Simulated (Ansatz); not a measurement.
Defect migration in hexagonal WC: C vacancy, neutral cell. Method: PBE, PAW (plane waves to 420 eV; Ansatz, a first-principles code).

54-site cell at the relaxed PBE lattice, a 3×3×3 k-point mesh shifted by half a step along c, smearing 0.10 eV, spin-restricted, no finite-size correction. Energies are static. Spin-orbit coupling is left out. Forms of the defect that were not tried may lie lower.

Barriers: single points on a 4×4×4 k-point mesh shifted by half a step along c at the bands' geometries.

The step: a nearby C atom hops onto the vacant site; the atom moves 2.82 Å along (0.00, 0.00, -0.99) of the unit cell; the moving atom starts with neighbours 3 W at 2.19, 3 W at 2.21 Å and ends with 3 W at 2.19, 3 W at 2.21 Å.

Q: Predict the migration barrier of this step from PBE, PAW.

A: 5.91 eV, the same both ways. At the saddle the moving atom has neighbours 3 W at 1.89 Å. The saddle point's order was not checked, and it lies on a symmetry element of the cell, where a band can be held.
